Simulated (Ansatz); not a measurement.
System: SrAlO2F (model structure, started from the SrVO2H type, P4/mmm, No. 123, 5 atoms in the cell). Method: HSE06+SOC in Ansatz (PAW).

Run with plane-wave cutoff 460 eV, 6×6×6 k mesh, Fermi–Dirac smearing 0.01 eV, PAW data made under PBE.

Cell (relaxed with PBEsol):

```cif
data_AlFO2Sr
_chemical_formula_sum 'Sr1 Al1 O2 F1'
_space_group_name_H-M_alt 'P 1'
_space_group_IT_number 1
_cell_length_a 3.77597
_cell_length_b 3.77597
_cell_length_c 3.81256
_cell_angle_alpha 90.000
_cell_angle_beta 90.000
_cell_angle_gamma 90.000
loop_
_space_group_symop_operation_xyz
  'x, y, z'
loop_
_atom_site_label
_atom_site_type_symbol
_atom_site_fract_x
_atom_site_fract_y
_atom_site_fract_z
_atom_site_occupancy
Sr1 Sr 0.50000 0.50000 0.50000 1
Al1 Al 0.00000 0.00000 0.00000 1
O1 O 0.50000 0.00000 0.00000 1
O2 O 0.00000 0.50000 0.00000 1
F1 F 0.00000 0.00000 0.50000 1
```

Question: Predict the band gap, smallest direct gap on the k points sampled and Γ–Γ gap.

Answer: 
- band gap: 5.39 eV (on the SCF k mesh) (indirect)
- smallest direct gap on the k points sampled: 6.29 eV
- Γ–Γ gap: 6.30 eV

Note: the relaxation could raise the start's symmetry but not lower it, so the cell can be a saddle point; cell and atoms aren't relaxed at this level (pressure 0.4 GPa).

Computed values are for the static lattice.

Cost on a shared machine: roughly 12 core-minutes.

A model structure was made by putting elements into a prototype or built by hand; it is no filed structure, need not be a known phase, and can be a saddle point held by its symmetry.

Ansatz is an electronic-structure program.
